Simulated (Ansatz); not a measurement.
Start from Nb₂BS (space group P6_3/mmc, No. 194; a = 3.361 Å, c = 11.628 Å; a cell from a computed database, its experimental status unchecked).

(Cell as relaxed with PBE.)

Levels (all Ansatz, an electronic-structure program, PAW): PBE (420 eV, without spin-orbit coupling); PBEsol (420 eV, spin-orbit coupling left out).

Each level relaxes its own structure.

```tsv
base	PBE	PBEsol
volume per atom	14.22 Å³	13.79 Å³
lattice parameter a	3.361 Å	3.327 Å
band gap	zero	zero
```

The change: every lattice vector is stretched by 3.10 %; the atoms relax in the strained cell.

```json
[
 {"quantity": "pressure (mean of the normal stresses, compression positive)", "PBE": "-13.7 GPa", "PBEsol": "(withheld)"},
 {"quantity": "energy relative to the base (free energy F)", "PBE": "+64 meV/atom", "PBEsol": "(withheld)"},
 {"quantity": "band gap", "PBE": "zero", "PBEsol": "(withheld)"},
 {"quantity": "largest internal atomic displacement", "PBE": "0.035 Å", "PBEsol": "(withheld)"}
]
```

Task: What does PBEsol give?

Result: 
- pressure (mean of the normal stresses, compression positive), PBEsol: -15.1 GPa
- energy relative to the base (free energy F), PBEsol: +68 meV/atom
- band gap, PBEsol: zero
- largest internal atomic displacement, PBEsol: 0.032 Å

PBE's pressure lies 1.4 GPa above PBEsol's; PBE's energy relative to the base lies 4.2 meV/atom below PBEsol's; the two agree on the band gap. Neither level is exact; PBEsol is the comparison here, not a measurement.

No phonon test of stability was made. The final runs are not spin-polarised.
